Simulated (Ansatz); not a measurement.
Input:

```xyz
2
Lattice="0.0000 2.7771 2.7910 2.7771 0.0000 2.7910 2.7771 2.7771 0.0000" Properties=species:S:1:pos:R:3 pbc="T T T"
Be     0.0000     0.0000     0.0000
Te     1.3886     1.3886     1.3955
```

No spin polarisation.

The values are results of Ansatz (an electronic-structure program) LDA, scalar-relativistic without spin-orbit coupling, not measurements. k-mesh 10×10×10 (Γ-centred); smearing 0.05 eV (Fermi–Dirac).

### Question
Predict the pressure (mean of the normal stresses, compression positive).

### Answer
-0.31 GPa.

### Question
Predict the electron mass.

### Answer
1.3 mₑ along k, 0.25 mₑ across (at X).

### Question
What band gap does the calculation give?

### Answer
1.78 eV.

Spin-orbit coupling, missing from the scalar runs, can matter with Te. The cells carry an imposed strain or load. Masses are band curvatures over ±0.01 Å⁻¹ around the edge. Along k means along the line from Γ to the band edge. No phonon test of stability was made. The cell was made from BeTe in the zinc blende structure (space group F-43m, No. 216) by this change: uniaxial strain ε_zz = +0.50 %.
